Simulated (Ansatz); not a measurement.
# ZnS in the wurtzite structure (space group P6_3mc, No. 186)

```yaml
crystal:
  lattice:
    - [3.78209, 0.00000, 0.00000]
    - [-1.89105, 3.27539, 0.00000]
    - [0.00000, 0.00000, 6.20782]
  atoms:
    - { symbol: Zn, position: [0.66667, 0.33333, 0.99969] }
    - { symbol: Zn, position: [0.33333, 0.66667, 0.49969] }
    - { symbol: S, position: [0.66667, 0.33333, 0.62551] }
    - { symbol: S, position: [0.33333, 0.66667, 0.12551] }
```

Level of theory: PBEsol (Ansatz, a program for electronic structure, PAW, spin-orbit coupling left out). Γ-centred 10×10×6 mesh, Fermi–Dirac width 0.05 eV.

Volume per atom: 19.23 Å³
Density: 4.21 g/cm³
Band gap: 2.15 eV, direct at Γ
Electron mass: 0.16 mₑ along c, 0.18 mₑ across
Total energy: -2083.718 eV/atom (σ→0; compares only within this code and set-up)

Masses are band curvatures over ±0.01 Å⁻¹ around the edge. Gaps are Kohn–Sham eigenvalue differences; semilocal functionals usually give less than the measured gap. Stability against distortions was not tested.
